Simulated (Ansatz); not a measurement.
# AlGeO3 (model structure, started from the PbTiO3 type, P4mm, No. 99, 5 atoms in the cell): properties by level of theory

```json
[
 {"level (code)": "LDA (Ansatz)", "lattice parameter a (Å)": "3.419", "c axis length (Å)": "4.445", "cohesive energy (eV/atom)": "6.14"},
 {"level (code)": "PBEsol (Ansatz)", "lattice parameter a (Å)": "3.452", "c axis length (Å)": "4.502", "cohesive energy (eV/atom)": "5.49"},
 {"level (code)": "r²SCAN (Ansatz)", "lattice parameter a (Å)": "3.449", "c axis length (Å)": "4.503", "cohesive energy (eV/atom)": "5.12"},
 {"level (code)": "r²SCAN+rVV10 (Ansatz)", "lattice parameter a (Å)": "3.442", "c axis length (Å)": "4.478", "cohesive energy (eV/atom)": "5.25"}
]
```

Ansatz's density-functional and Hartree–Fock values are scalar-relativistic unless marked +SOC, with PAW data made under PBE.

Free atoms are spin-polarised, in the lowest state found; at levels without +SOC their spin–orbit coupling is left out.

A model structure was made by putting elements into a prototype or built by hand; it is no filed structure, need not be a known phase, and can be a saddle point held by its symmetry.

Ansatz is an electronic-structure program.
